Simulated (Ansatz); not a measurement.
Symmetric slabs, relaxed from ideal cuts in 1x1 cells, of elemental solids: work function (eV) by functional, in Ansatz (plane waves, PAW). All structures are PBE's; the other columns are single points with references at the same level. No spin-orbit coupling, Hubbard U or dispersion.

| system | PBE | LDA | PBEsol | RPBE | r2SCAN |
|---|---|---|---|---|---|
| beta tin (210), ideal cut with outer spacing 1.33 Å | 4.04 | 4.31 | 4.12 | 3.93 | 4.17 |
| hcp Tl (21-31), ideal cut with outer spacing 0.19 Å | 3.51 | 3.84 | 3.60 | 3.36 | 3.53 |
| hcp Zn (11-22), ideal cut with outer spacing 1.17 Å | 4.11 | 4.42 | 4.22 | 3.97 | 4.19 |
| tetragonal indium (221), ideal cut with outer spacing 0.57 Å | 3.87 | 4.15 | 3.96 | 3.75 | 4.00 |
| hcp Y (10-12), ideal cut with outer spacing 1.41 Å | 3.08 | 3.25 | 3.13 | 2.98 | 3.11 |
| hcp Ti (21-31), ideal cut with outer spacing 0.16 Å | 3.50 | 3.72 | 3.56 | 3.37 | 3.52 |
| hcp Tl (21-32), ideal cut with outer spacing 0.72 Å | 3.49 | 3.82 | 3.58 | 3.34 | 3.51 |
| bcc V (221), ideal cut with outer spacing 0.50 Å | 4.04 | 4.29 | 4.12 | 3.91 | 4.08 |
| hcp Os (10-12), ideal cut with outer spacing 0.54 Å | 4.85 | 5.18 | 4.96 | 4.70 | 4.87 |
| hcp Y (22-41), ideal cut with outer spacing 0.45 Å | 2.92 | 3.10 | 2.97 | 2.81 | 2.93 |
| hcp Zr (21-32), ideal cut with outer spacing 0.65 Å | 3.55 | 3.78 | 3.62 | 3.42 | 3.55 |
| hcp Zr (11-22), ideal cut with outer spacing 1.37 Å | 3.55 | 3.79 | 3.63 | 3.42 | 3.56 |

The rows are a random draw from the class, without slabs that broke up, higher cuts of a face and adsorbates that left their site. Mean shift from PBE over these rows: LDA 0.26 eV (from 0.17 to 0.33, 12 rows); PBEsol 0.08 eV (from 0.05 to 0.11, 12 rows); RPBE -0.13 eV (from -0.15 to -0.10, 12 rows); r2SCAN 0.04 eV (from 0.00 to 0.13, 12 rows).

Ansatz is a quantum-chemistry and plane-wave program.
